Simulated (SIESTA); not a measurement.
A self-consistent single point of LaZnIn (P6_3/mmc, 6 atoms in the cell) with SIESTA.

Level of theory: GGA PBEsol, numerical atomic orbitals DZP, PseudoDojo PBEsol standard norm-conserving potentials (rewritten from UPF to PSML) run with SIESTA.

The change in words: lattice scaled by 0.98. Reference geometry:
```
LaZnIn
1.0
    4.74429     0.00000     0.00000
   -2.37215     4.10868     0.00000
    0.00000     0.00000     8.00406
La Zn In
2 2 2
Direct
  0.00000   0.00000   0.00000
  0.00000   0.00000   0.50000
  0.66667   0.33333   0.25000
  0.33333   0.66667   0.75000
  0.66667   0.33333   0.75000
  0.33333   0.66667   0.25000
```

Reference input (self-consistent single point, DFT, GGA PBEsol, numerical atomic orbitals DZP, PseudoDojo PBEsol standard norm-conserving potentials (rewritten from UPF to PSML)): XC.functional = GGA; XC.authors = PBEsol; potentials = PseudoDojo PBEsol standard; PAO.BasisSize = DZP; PAO.EnergyShift = 0.005 Ry; MeshCutoff = 400 Ry; kgrid.MonkhorstPack = 6 6 3; OccupationFunction = FD; ElectronicTemperature = 136 meV; MaxSCFIterations = 150; SCF.Mixer.Method = Broyden; SCF.Mixer.Weight = 0.25. This run's input differs from it in these lines:

```diff
@@ -13,5 +13,5 @@
 %block LatticeVectors
-     4.744290000    0.000000000    0.000000000
-    -2.372145000    4.108676000    0.000000000
-     0.000000000    0.000000000    8.004060000
+     4.649404000    0.000000000    0.000000000
+    -2.324702000    4.026502000    0.000000000
+     0.000000000    0.000000000    7.843979000
 %endblock LatticeVectors
```

Output, abridged:

```
        iscf     Eharris(eV)        E_KS(eV)     FreeEng(eV)     dDmax    Ef(eV) dHmax(eV)
   scf:    1   -16309.112212   -16702.742554   -16703.322932  2.414715 -3.068585 70.371935
   scf:    2   -16872.325165   -16881.335815   -16881.572833  1.624042 -4.246488 13.921062
   scf:    3   -16888.187492   -16885.071336   -16885.311330  0.294322 -4.350517  7.468895
   scf:    4   -16887.207388   -16886.679142   -16886.923679  0.211849 -4.490711  0.750012
   scf:    5   -16886.697229   -16886.689513   -16886.934769  0.022987 -4.505490  0.718921
   [... 2 lines left out ...]
   scf:    8   -16886.698366   -16886.698824   -16886.945983  0.001852 -4.514274  0.102545
   scf:    9   -16886.699421   -16886.699142   -16886.946187  0.001277 -4.514815  0.050960
   scf:   10   -16886.699489   -16886.699337   -16886.946255  0.001245 -4.515185  0.002393
   scf:   11   -16886.699365   -16886.699351   -16886.946255  0.000082 -4.515336  0.000484
SCF Convergence by DM+H criterion
max |DM_out - DM_in|         :     0.0000822866
max |H_out - H_in|      (eV) :     0.0004840613
SCF cycle converged after 11 iterations

Using DM_out to compute the final energy and forces

siesta: E_KS(eV) =           -16886.6994

siesta: E_KS - E_eggbox =    -16886.6994

siesta: Atomic forces (eV/Ang):
     1    0.000000   -0.000000   -0.000000
     2   -0.000000   -0.000000    0.000000
     3   -0.000093    0.000053   -0.000000
     4    0.000093   -0.000053    0.000000
     5   -0.000117    0.000067   -0.000000
     6    0.000117   -0.000067    0.000000
   Tot   -0.000000   -0.000000   -0.000000
   Max    0.000117
   Res    0.000057    sqrt( Sum f_i^2 / 3N )
   Max    0.000117    constrained

   [... lines left out ...]
siesta: FreeEng =    -16886.946255
   [... lines left out ...]
siesta:    -0.017800    0.000091    0.000000
siesta:     0.000091   -0.017695   -0.000000
siesta:     0.000000   -0.000000   -0.001048

siesta: Cell volume =        146.845833 Ang**3

siesta: Pressure (static):
siesta:                Solid            Molecule  Units
siesta:           0.00013267          0.00013268  Ry/Bohr**3
siesta:           0.01218076          0.01218224  eV/Ang**3
siesta:          19.51573667         19.51809465  kBar
```

The run converged in 11 iterations. Against the reference run the free energy falls by 1.7 meV/atom and the pressure goes from -2.21 to 1.95 GPa.

The starting cell comes from a database of computed structures (which also holds hypothetical and non-ambient phases and stackings), without a prior relaxation at this level. For this run, on top of that: lattice scaled by 0.98. Values carry the incompleteness of an atom-centred basis.

Cost on one core of a shared machine: roughly 3 min.
